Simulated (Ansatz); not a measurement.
The parent structure is Mg in the diamond structure (space group Fd-3m, No. 227; a = 6.871 Å; a hypothetical phase, not in the database extracts checked). Axes: x, y, z lie along the cube axes.

(Cell as relaxed with PBE.)

Levels (all Ansatz, a first-principles code, PAW): PBE (420 eV, no SOC); PBEsol (420 eV, scalar-relativistic without spin-orbit coupling).

Each level relaxes its own structure.

```tsv
base	PBE	PBEsol
volume per atom	40.55 Å³	39.01 Å³
lattice parameter a	6.871 Å	6.783 Å
band gap	zero	zero
```

Perturbation: a free-standing slab of 1 layer (2 atoms, 2 a layer) is cut normal to [110], with 15 Å of vacuum and the in-plane cell held at bulk.

```json
[
 {"quantity": "band gap", "PBE": "0.28 eV", "PBEsol": "0.16 eV"},
 {"quantity": "shortest interatomic distance", "PBE": "3.407 Å", "PBEsol": "3.411 Å"},
 {"quantity": "gap character", "PBE": "indirect, Γ–X (25 % along) → Z–U (75 % along)", "PBEsol": "indirect, Γ–X (25 % along) → Z–U (75 % along)"}
]
```

PBE's band gap lies 0.12 eV above PBEsol's; PBE's shortest interatomic distance lies 0.004 Å below PBEsol's (0.1 %); the two agree on the gap character. Neither level is exact; PBEsol is the comparison here, not a measurement.

Stability against distortions was not tested. Labels are those of the standard path for the cell's own space group.
